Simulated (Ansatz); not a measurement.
Structures of equal composition on the (100) surface of alpha tin (Sn plane on top): 1x1 symmetric dihydride; 1x1 canted dihydride. The slabs share one bottom face, and each structure is named by its start. These are constructed structures in small cells; real faces may alloy, dewet or reconstruct in larger ones, and not all known structures of the face are among them. Slabs of about 12 Å, Fermi-Dirac smearing of 0.025 eV. Bottom of the slabs: dihydride, held. Relaxed from the named starts with such symmetry as they have, on meshes of like density; energies extrapolated to zero smearing; spin only where a row says so; no spin-orbit coupling, no U. Brackets mark spin-polarised runs, whose order is one that fits the cell. Where a second, spin-polarised start was run, the lower counts.

Method: r2SCAN, at the PBE geometry (plane waves to 500 eV, PAW; Ansatz, a program for electronic structure).

### Question
Order them by energy per 1x1 cell (lowest first) at the level r2SCAN, at the PBE geometry.

### Answer
1x1 canted dihydride (0.000 eV, gap 0.48 eV on the mesh), 1x1 symmetric dihydride (0.045 eV, gap 0.29 eV on the mesh)
